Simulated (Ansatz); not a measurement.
Input for (SrTe)6/(PbTe)6 rock salt (001) superlattice on PbTe:

Ansatz 0.2 input:
```yaml
crystal:
  lattice:
    - [4.645287979, 0.0, 0.0]
    - [0.0, 4.645287979, 0.0]
    - [0.0, 0.0, 40.063321108]
  atoms:
    - { symbol: Sr, position: [0.0, 0.0, 0.001090381] }
    - { symbol: Te, position: [0.5, 0.5, 0.001208108] }
    - { symbol: Sr, position: [0.5, 0.5, 0.085961859] }
    - { symbol: Te, position: [0.0, 0.0, 0.085810705] }
    - { symbol: Sr, position: [0.0, 0.0, 0.170288709] }
    - { symbol: Te, position: [0.5, 0.5, 0.170353398] }
    - { symbol: Sr, position: [0.5, 0.5, 0.254840724] }
    - { symbol: Te, position: [0.0, 0.0, 0.254776036] }
    - { symbol: Sr, position: [0.0, 0.0, 0.339167574] }
    - { symbol: Te, position: [0.5, 0.5, 0.339318729] }
    - { symbol: Sr, position: [0.5, 0.5, 0.424039053] }
    - { symbol: Te, position: [0.0, 0.0, 0.423921325] }
    - { symbol: Pb, position: [0.0, 0.0, 0.507342961] }
    - { symbol: Te, position: [0.5, 0.5, 0.507880202] }
    - { symbol: Pb, position: [0.5, 0.5, 0.58972985] }
    - { symbol: Te, position: [0.0, 0.0, 0.589261723] }
    - { symbol: Pb, position: [0.0, 0.0, 0.671515406] }
    - { symbol: Te, position: [0.5, 0.5, 0.671663855] }
    - { symbol: Pb, position: [0.5, 0.5, 0.753614027] }
    - { symbol: Te, position: [0.0, 0.0, 0.753465578] }
    - { symbol: Pb, position: [0.0, 0.0, 0.835399584] }
    - { symbol: Te, position: [0.5, 0.5, 0.835867711] }
    - { symbol: Pb, position: [0.5, 0.5, 0.917786473] }
    - { symbol: Te, position: [0.0, 0.0, 0.917249232] }
basis:
  ecutwfc: 500
  ecutrho_ratio: 4
  xc_grid: 4
kpoints:
  mp_grid: { grid: [7, 7, 1] }
hamiltonian:
  xc: r2scan
  dispersion: none
  pseudopotentials: { kind: paw }
scf:
  n_extra_bands: 23
  occupations: { method: fermi_dirac, width: 0.01 }
  convergence: { dr2_threshold: 0.000000001 }
output:
  eigenstates:
    kpoints:
      - [0, 0, 0]
      - [0, 0, 0.5]
      - [0.5, 0.5, 0]
      - [0.5, 0, 0]
      - [0, 0.5, 0]
    e_range: [-4, 6]
    localisation: true
  eigenvalues: true
```

All values below come from r2SCAN (plane waves to 500 eV, PAW; Ansatz, a quantum-chemistry and plane-wave program). Spin–orbit coupling is left out. Its k-point mesh 7×7×1, Fermi–Dirac width 0.01 eV.

Problem. What does the end of the output print (band table and long remarks left out, numbers rounded to eight decimals)?

Solution. 
```
SCF converged after 11 iterations
Free energy (F): -176824.081508 eV
Harris-Foulkes:  -176824.081508 eV  (|F-HF|=8.73e-11)
Internal energy: -176824.081508 eV  (E = F + TS)
E sigma→0 (E₀):  -176824.081508 eV
Fermi energy:    8.063833 eV
--- Per-component energies (eV) ---
  E_band       = -4480.602759
  E_kinetic    = 5358.557295
  E_local      = -33333.633671  (includes V_loc(G=0)·N_el)
  E_nonlocal   = -408.466505
  E_hartree    = 16991.102933
  E_xc         = -3620.228338
  E_vxc        = -3281.854705  (∫ρ·V_xc dr)
  E_paw        = -135127.402696  (= ΣΔE_a)
  E_vpaw       = -6997.619533  (= ΣTr[D̂ρ^β])
  E_aug_tail   = -0.000363  (compensation charges beyond the density's cutoff)
  E_vtau       = 200.207733  (kinetic-family band-sum trace: ∫τ·v_τ [+ j·A + Jᵃ·Aᵃ] dr)
  E_ewald      = -26692.345224
  E_core_change = 8.335061  (= ΣΔE_core)
  E_smearing   = 0.000000  (= −TS)
  E_closure    = 0.000000  (closes the sum)
  Σ components = -176824.081508   (vs F -176824.081508, Δ=0.00e0)
```

Cost: roughly 5 core-minutes.
